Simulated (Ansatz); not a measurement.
A computed series for BAs: pressure series

Start from BAs in the zinc blende structure (space group F-43m, No. 216; a = 4.809 Å).

Cell and atoms are relaxed at each pressure.

Calculations: Kohn–Sham DFT with the PBE functional, run in Ansatz (an electronic-structure program) with PAW and 420 eV plane waves, spin-orbit coupling left out, earlier PAW set.

```tsv
pressure (GPa)	volume per atom (Å³/atom)
-2	14.124
-1	14.012
0	13.905
3	13.606
7	13.251
15	12.655
50	10.979
75	?
100	9.639
```

Fit the third-order Birch–Murnaghan form P(V) = (3B₀/2)[(V₀/V)^(7/3) − (V₀/V)^(5/3)]·[1 + (3/4)(B₀′ − 4)((V₀/V)^(2/3) − 1)] (squares taken in P) to the rows shown and predict the withheld row.

Least squares on the printed values gives V₀ = 13.904 Å³/atom, B₀ = 133 GPa, B₀′ = 3.9; this predicts 10.218 Å³/atom, and the run gives 10.220 Å³/atom, 0.002 higher.

Load acts through the strain it causes; cell and atoms are relaxed under it. No phonon test of stability was made. Competing high-pressure phases were not computed.
